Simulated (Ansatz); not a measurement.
Take Ba3PtC in the anti-perovskite structure (space group Pm-3m, No. 221; a hypothetical phase, not in the database extracts checked) as the base.

```
Ba3PtC
1.0
    5.38566     0.00000     0.00000
    0.00000     5.38566     0.00000
    0.00000     0.00000     5.38566
Ba Pt C
3 1 1
Cartesian
  2.69283   0.00000   2.69283
  0.00000   2.69283   2.69283
  2.69283   2.69283   0.00000
  0.00000   0.00000   0.00000
  2.69283   2.69283   2.69283
```

Levels (all Ansatz, a first-principles code, PAW): PBEsol (420 eV, spin-orbit coupling left out); r2SCAN (500 eV, spin-orbit coupling left out).

The geometry is relaxed with PBEsol.

```
Item              Result
---------------  -------
PBEsol pressure  0.0 GPa
```

Question: What does r2SCAN give at this geometry for the pressure?

Answer: The pressure goes from zero to 1.9 GPa.

Single points use the geometry relaxed with PBEsol. Their cutoffs differ, which shifts pressures a little. Stability against distortions was not tested. The final runs are not spin-polarised. Ba3PtC has a high density of states at the Fermi level and may be magnetic at this level.
